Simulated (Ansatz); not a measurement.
Start from Ga (space group Cmce, No. 64; a = 4.478 Å, b = 7.588 Å, c = 4.489 Å).

Computed with PBEsol (Ansatz, an electronic-structure program, PAW, scalar-relativistic without spin-orbit coupling).

For the base:

Volume per atom: 19.07 Å³
Band gap: zero
Space group: Cmce (No. 64)

One thing is altered: full substitution Ga → Be; the structure is relaxed again.

Tabulated Pauling electronegativity and covalent radius: Ga 1.81, 1.22 Å; Be 1.57, 0.96 Å.

**Question.** What does the calculation give for the volume per atom, band gap and space group after the change?

**Answer.** The volume per atom decreases by 10.27 Å³ to 8.80 Å³; the band gap remains zero; the space group becomes Fmmm (No. 69) (base: Cmce (No. 64)).

Stability against distortions was not tested. As relaxed here, Be is a hypothetical phase, not in the database extracts checked.
